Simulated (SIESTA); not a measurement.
SIESTA run on Ba₂Tc₂O₅ (P4/mmm, 9 atoms in the cell): relaxation of cell and atoms.

Computed with SIESTA 5.4.2 with LDA PW92, numerical atomic orbitals DZP, PseudoDojo LDA standard norm-conserving potentials (rewritten from UPF to PSML).

```xyz
9
Lattice="3.9737 0.0000 0.0000 0.0000 3.9737 0.0000 0.0000 0.0000 8.5366" Properties=species:S:1:pos:R:3 pbc="T T T"
Ba     0.0000     0.0000     0.0000
Ba     0.0000     0.0000     4.2683
Tc     1.9869     1.9869     2.0600
Tc     1.9869     1.9869     6.4766
O      1.9869     0.0000     2.0146
O      1.9869     0.0000     6.5219
O      0.0000     1.9869     2.0146
O      0.0000     1.9869     6.5219
O      1.9869     1.9869     4.2683
```

Reference input (self-consistent single point, DFT, GGA PBEsol, numerical atomic orbitals DZP, PseudoDojo PBEsol standard norm-conserving potentials (rewritten from UPF to PSML)): XC.functional = GGA; XC.authors = PBEsol; potentials = PseudoDojo PBEsol standard; PAO.BasisSize = DZP; PAO.EnergyShift = 0.005 Ry; MeshCutoff = 400 Ry; kgrid.MonkhorstPack = 7 7 3; OccupationFunction = FD; ElectronicTemperature = 580.23 K; MaxSCFIterations = 150; SCF.Mixer.Method = Broyden; SCF.Mixer.Weight = 0.2. This run's input differs from it in these lines:

```diff
@@ -1,2 +1,2 @@
-# files in the folder: Ba.psml Tc.psml O.psml (PseudoDojo PBEsol standard)
+# files in the folder: Ba.psml Tc.psml O.psml (PseudoDojo LDA standard)
 SystemName  Ba2Tc2O5
@@ -30,4 +30,4 @@
 
-XC.functional                GGA
-XC.authors                   PBEsol
+XC.functional                LDA
+XC.authors                   PW92
 PAO.BasisSize                DZP
@@ -49,2 +49,7 @@
 Diag.ParallelOverK           true
+MD.TypeOfRun                 Broyden
+MD.Steps                     40
+MD.MaxForceTol               0.02 eV/Ang
+MD.VariableCell              true
+MD.MaxStressTol              0.05 GPa
 WriteForces                  true
```

The program printed (abridged):

```
        iscf     Eharris(eV)        E_KS(eV)     FreeEng(eV)     dDmax    Ef(eV) dHmax(eV)
   scf:    1    -8314.563625    -8380.081175    -8380.125347  1.283127 -5.485328 12.396827
   scf:    2    -8402.224720    -8395.134430    -8395.172853  0.341558 -6.198648  2.692719
   scf:    3    -8395.855297    -8395.772044    -8395.809817  0.228731 -6.185699  1.268613
   scf:    4    -8395.751319    -8395.823427    -8395.861219  0.191957 -5.922990  1.046331
   scf:    5    -8395.903733    -8395.876118    -8395.913551  0.048529 -5.932305  0.262654
   [... 4 lines left out ...]
   scf:   10    -8395.883251    -8395.883270    -8395.920628  0.002079 -5.910151  0.012337
   scf:   11    -8395.883204    -8395.883238    -8395.920635  0.000778 -5.909179  0.002738
   scf:   12    -8395.883229    -8395.883234    -8395.920636  0.000178 -5.908951  0.001002
   scf:   13    -8395.883233    -8395.883234    -8395.920636  0.000067 -5.908808  0.000624
SCF Convergence by DM+H criterion
max |DM_out - DM_in|         :     0.0000667126
max |H_out - H_in|      (eV) :     0.0006237928
SCF cycle converged after 13 iterations

Using DM_out to compute the final energy and forces

siesta: E_KS(eV) =            -8395.8832

siesta: E_KS - E_eggbox =     -8395.8832

siesta: Atomic forces (eV/Ang):
     1   -0.000000   -0.000000    0.000000
     2   -0.000000   -0.000000   -0.000000
     3   -0.000000   -0.000000    0.898687
     4   -0.000000   -0.000000   -0.898686
     5    0.000000    0.000000   -0.153958
     6    0.000000   -0.000000    0.153958
     7    0.000000    0.000000   -0.153958
     8   -0.000000    0.000000    0.153958
     9    0.000000    0.000000   -0.000000
   Tot   -0.000000   -0.000000   -0.000000
   Max    0.898687
   Res    0.251668    sqrt( Sum f_i^2 / 3N )
   [... lines left out ...]
siesta: Pressure (static):        -74.92831618  kBar
siesta: Pressure (total):        -74.92831618  kBar
No target stress found, assuming hydrostatic MD.TargetPressure.
Target stress (kBar)
outcell: Cell volume (Ang**3)        :    126.5870
        iscf     Eharris(eV)        E_KS(eV)     FreeEng(eV)     dDmax    Ef(eV) dHmax(eV)
siesta: Pressure (static):          0.05922170  kBar
siesta: Pressure (total):          0.05922170  kBar
outcell: Cell volume (Ang**3)        :    126.5870
siesta: FreeEng =     -8396.189566
   [... lines left out ...]

mulliken: Qtot =       80.000

Mulliken Atomic Populations:
Atom #   charge [q] valence [e]  Species
     1     1.886279    8.113721  Ba
     2     1.770173    8.229827  Ba
     3     0.063066   14.936934  Tc
     4     0.063065   14.936935  Tc
     5    -0.746178    6.746178  O
     6    -0.746179    6.746179  O
     7    -0.746178    6.746178  O
     8    -0.746179    6.746179  O
     9    -0.797871    6.797871  O
 Total    -0.000000
```

The run converged. 

Summary of the result:
```
Item                                                                             Value
------------------------------------  ------------------------------------------------
Free energy E − TS                                                       -8396.1896 eV
Fermi level (on the code's own zero)                                          -6.00 eV
Pressure                                                                      0.01 GPa
Largest force (vector length)                                               0.003 eV/Å
Final cell                            a = b = 3.950 Å, c = 8.112 Å, α = β = γ = 90.00°
Final volume per atom                                                         14.07 Å³
Relaxation steps                                                                     9
```

The starting cell comes from a database of computed structures (which also holds hypothetical and non-ambient phases and stackings), without a prior relaxation at this level. Spin polarisation is off. Values carry the incompleteness of an atom-centred basis.

Cost on one core of a shared machine: roughly 8 min.
